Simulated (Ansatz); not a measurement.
## Response to strain in HfC

Consider HfC in the rock salt structure (space group Fm-3m, No. 225; a = 4.607 Å; relaxed with 0.1 eV smearing).

Strains are applied to the cell and any free atomic positions relax.

Method: PBEsol (Ansatz, an electronic-structure program; PAW; 420 eV plane waves; no spin-orbit coupling).

Notes on the quantities. energy relative to the base: free energy F.

| variant | energy relative to the base | pressure | shortest interatomic distance |
|---|---|---|---|
| base | 0 meV/atom | 0.0 GPa | 2.304 Å |
| isotropic strain −3.00 % | +84 meV/atom | 27.1 GPa | 2.234 Å |
| isotropic strain −2.00 % | +36 meV/atom | 16.9 GPa | 2.257 Å |
| isotropic strain −1.50 % | +20 meV/atom | 12.3 GPa | 2.269 Å |
| isotropic strain −1.00 % | +8.8 meV/atom | 7.9 GPa | 2.280 Å |
| isotropic strain −0.50 % | +2.2 meV/atom | 3.8 GPa | 2.292 Å |
| isotropic strain +0.50 % | +2.1 meV/atom | -3.6 GPa | 2.315 Å |
| isotropic strain +1.50 % | +18 meV/atom | -10.2 GPa | 2.338 Å |
| isotropic strain +2.00 % | +32 meV/atom | -13.1 GPa | 2.350 Å |
| isotropic strain +3.00 % | +70 meV/atom | -18.5 GPa | 2.373 Å |

Whether these cells are dynamically stable was not tested. All final runs are without spin polarisation.
